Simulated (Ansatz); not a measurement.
The (110) surface of bcc V, one row in 3 of the top plane missing (bottom of the slab: a bare face, its two planes held)

Method: PBE (plane waves to 420 eV, PAW; Ansatz, an electronic-structure program).

Slab: 17 atoms, 10.6 Å thick at the start; k 15x5x1, smearing 0.1 eV, dipole-corrected; 6 atoms held, the rest relaxed; held to the start's symmetry, so lower structures may exist; no spin, no spin-orbit, no U. It is one candidate, not shown to be the stable structure of the face.

| Quantity | Value |
|---|---|
| work function of the top face | 3.87 eV |
| energy released by relaxation | 0.27 eV |
| cost | about 21 core-minutes (a rough figure) |
